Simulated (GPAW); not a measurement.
# GPAW run on Ti3Be (P6_3/mmc, 8 atoms in the cell): self-consistent single point

Method of the run: LDA (Perdew-Wang 92), GPAW PAW datasets LDA (gpaw-data 1.0.1) (plane waves; GPAW).

Input:

```python
from ase import Atoms
from ase.units import GPa
from gpaw import GPAW

atoms = Atoms(['Ti', 'Ti', 'Ti', 'Ti', 'Ti', 'Ti', 'Be', 'Be'],
              cell=[[5.497304, 0.000000, 0.000000],
                    [-2.748652, 4.760805, 0.000000],
                    [0.000000, 0.000000, 4.442258]],
              positions=[[1.436610, 0.829427, 3.331694],
                         [1.312042, 3.931378, 1.110564],
                         [-0.000000, 1.658855, 1.110564],
                         [2.748652, 3.101950, 3.331694],
                         [4.060694, 0.829427, 3.331694],
                         [-1.312042, 3.931378, 1.110564],
                         [2.748655, 1.586933, 1.110564],
                         [-0.000003, 3.173872, 3.331694]],
              pbc=True)

calc = GPAW(mode={'name': 'pw', 'ecut': 800},
            xc='LDA',
            kpts={'size': (5, 5, 6), 'gamma': True},
            occupations={'name': 'methfessel-paxton', 'width': 0.1, 'order': 0},
            nbands=-12,
            symmetry={'symmorphic': False, 'tolerance': 0.0005},
            maxiter=120,
            txt='-')

atoms.calc = calc

energy = atoms.get_potential_energy()
print('Energy (eV):', round(energy, 6))
forces = atoms.get_forces()
print('Forces (eV/Ang):')
print(forces.round(5))
stress = atoms.get_stress()
print('Stress (GPa, Voigt):', (stress / GPa).round(4))
```

Output (repeated stretches shortened):

```
Input parameters:
  kpts: {gamma: True,
         size: (5, 5, 6)}
  maxiter: 120
  mode: {ecut: 800,
         name: pw}
  nbands: -12
  occupations: {name: methfessel-paxton,
                order: 0,
                width: 0.1}
  symmetry: {symmorphic: False,
             tolerance: 0.0005}

species:
  Ti:
    name: Titanium
    Z: 22.0
    valence: 12
    core: 10
    charge: 0.0
    file: Ti.LDA.gz

    # Using partial waves for Ti as LCAO basis

  Be:
    name: Beryllium
    Z: 4.0
    valence: 2
    core: 2
    charge: 0.0
    file: Be.LDA.gz

    # Using partial waves for Be as LCAO basis

Reference energy: -139830.071248  # eV

Spin-paired calculation

Convergence criteria:
 Maximum [total energy] change in last 3 cyles: 0.0005 eV / valence electron
 Maximum integral of absolute [dens]ity change: 0.0001 electrons / valence electron
 Maximum integral of absolute [eigenst]ate change: 4e-08 eV^2 / valence electron
 Maximum number of scf [iter]ations: 120

Symmetries present (total): 24
Symmetries with fractional translations: 12
150 k-points: 5 x 5 x 6 Monkhorst-Pack grid + [0.000000,0.000000,1/12]
20 k-points in the irreducible part of the Brillouin zone
       k-points in crystal coordinates                weights
   0:     0.00000000    0.00000000    0.00000000          1/150
   1:     0.00000000    0.00000000    0.16666667          2/150
   2:     0.00000000    0.00000000    0.33333333          2/150
   [... 7 lines left out ...]
          ...
  19:     0.40000000    0.40000000    0.50000000          6/150

Wave functions: Plane wave expansion
  Cutoff energy: 800.000 eV
  Number of coefficients (min, max): 5959, 5991
  Pulay-stress correction: 0.000000 eV/Ang^3 (de/decut=0.000000)

Occupation numbers: Methfessel-Paxton:
  width: 0.1000  # eV
  order: 0

Eigensolver

Densities:
  Coarse grid: 36*36*30 grid
  Fine grid: 72*72*60 grid
  Total Charge: 0.000000

Density mixing:
  Method: separate
  Backend: pulay
  Linear mixing parameter: 0.05
  old densities: 5
  Damping of long wavelength oscillations: 50

Hamiltonian:
  XC and Coulomb potentials evaluated on a 72*72*60 grid
  External potential:
    NoExternalPotential

Number of atoms: 8
Number of atomic orbitals: 86
Number of bands in calculation: 50
Number of valence electrons: 76
Bands to converge: occupied

Density initialized from atomic densities
  50 bands from LCAO basis set

Atomic positions and initial magnetic moments

Positions:
   0 Ti     1.436610    0.829427    3.331694    ( 0.0000,  0.0000,  0.0000)
   1 Ti     1.312042    3.931378    1.110564    ( 0.0000,  0.0000,  0.0000)
   2 Ti    -0.000000    1.658855    1.110564    ( 0.0000,  0.0000,  0.0000)
   3 Ti     2.748652    3.101950    3.331694    ( 0.0000,  0.0000,  0.0000)
   4 Ti     4.060694    0.829427    3.331694    ( 0.0000,  0.0000,  0.0000)
   5 Ti    -1.312042    3.931378    1.110564    ( 0.0000,  0.0000,  0.0000)
   6 Be     2.748655    1.586933    1.110564    ( 0.0000,  0.0000,  0.0000)
   7 Be    -0.000003    3.173872    3.331694    ( 0.0000,  0.0000,  0.0000)

Unit cell:
           periodic     x           y           z      points  spacing
  1. axis:    yes    5.497304    0.000000    0.000000    36     0.1322
  2. axis:    yes   -2.748652    4.760805    0.000000    36     0.1322
  3. axis:    yes    0.000000    0.000000    4.442258    30     0.1481

  Lengths:   5.497304   5.497304   4.442258
  Angles:   90.000000  90.000000 120.000000

Effective grid spacing dv^(1/3) = 0.1441

     iter     time        total  log10-change:
                         energy   eigst   dens
iter:   1 --:--:--   -54.906246
iter:   2 --:--:--   -54.543246   -1.10  -1.35
iter:   3 --:--:--   -53.389760   -0.30  -1.38
iter:   4 --:--:--   -53.446975   -1.10  -1.77
iter:   5 --:--:--   -53.720908   -0.96  -1.82
iter:   6 --:--:--   -53.554597   -0.87  -1.73
iter:   7 --:--:--   -53.543884   -1.62  -2.22
iter:   8 --:--:--   -53.458741   -1.87  -2.22
iter:   9 --:--:--   -53.461762   -3.16  -2.70
iter:  10 --:--:--   -53.460962c  -2.49  -2.78
iter:  11 --:--:--   -53.465843c  -2.70  -2.77
iter:  12 --:--:--   -53.460879c  -2.65  -2.66
iter:  13 --:--:--   -53.460336c  -3.87  -3.17
iter:  14 --:--:--   -53.460291c  -4.53  -3.27
iter:  15 --:--:--   -53.460002c  -4.48  -3.27
iter:  16 --:--:--   -53.459972c  -4.62  -3.46
iter:  17 --:--:--   -53.459989c  -5.50  -3.54
iter:  18 --:--:--   -53.459989c  -5.24  -3.60
iter:  19 --:--:--   -53.460032c  -4.96  -3.65
iter:  20 --:--:--   -53.460032c  -5.92  -3.80
iter:  21 --:--:--   -53.460018c  -5.81  -3.87
iter:  22 --:--:--   -53.460015c  -6.67  -4.03c
iter:  23 --:--:--   -53.460016c  -6.04  -4.08c
iter:  24 --:--:--   -53.460012c  -7.09  -4.16c
iter:  25 --:--:--   -53.460003c  -5.79  -4.22c
iter:  26 --:--:--   -53.460003c  -6.68  -4.80c
iter:  27 --:--:--   -53.460003c  -7.58c -4.99c

Converged after 27 iterations.

Dipole moment: (-0.000000, -0.000000, -0.000000) |e|*Ang

Energy contributions relative to reference atoms: (reference = -139830.071248)

Kinetic:        +40.336266
Potential:      -32.639246
External:        +0.000000
XC:             -60.899420
Entropy (-ST):   -0.069090
Local:           -0.223057
SIC:             +0.000000
--------------------------
Free energy:    -53.494547
Extrapolated:   -53.460003

Showing only first 2 kpts
 Kpt  Band  Eigenvalues  Occupancy
  0    36      7.34720    2.00000
  0    37      7.68865    2.00000
  0    38      8.44051    0.00000
  0    39      8.66936    0.00000

  1    36      7.36544    2.00000
  1    37      7.63543    2.00000
  1    38      8.24559    0.00279
  1    39      9.06171    0.00000

Fermi level: 8.03413

No gap
No difference between direct/indirect transitions
Energy (eV): -53.460003

Forces in eV/Ang:
  0 Ti    0.01694    0.00978   -0.00000
  1 Ti   -0.01694   -0.00978    0.00000
  2 Ti    0.00000    0.01956   -0.00000
  3 Ti    0.00000   -0.01956    0.00000
  4 Ti   -0.01694    0.00978   -0.00000
  5 Ti    0.01694   -0.00978    0.00000
  6 Be    0.00000    0.00000   -0.00000
  7 Be    0.00000    0.00000    0.00000

Stress tensor:
     0.031367     0.000000     0.000000
     0.000000     0.031367     0.000000
     0.000000     0.000000     0.028631
Stress (GPa, Voigt): [5.0255 5.0255 4.5871 0.     0.     0.    ]
```

The run converged in 27 iterations. GPAW prints stress with tension positive.

The starting cell comes from a database of computed structures (which also holds hypothetical and non-ambient phases and stackings), without a prior relaxation at this level. Its lattice was rescaled by a random factor within 2.5 % of one. Spin polarisation is off. With a pressure of about -5 GPa the cell is away from its equilibrium volume at this level.

Cost on one core of a shared machine: roughly 2 min.
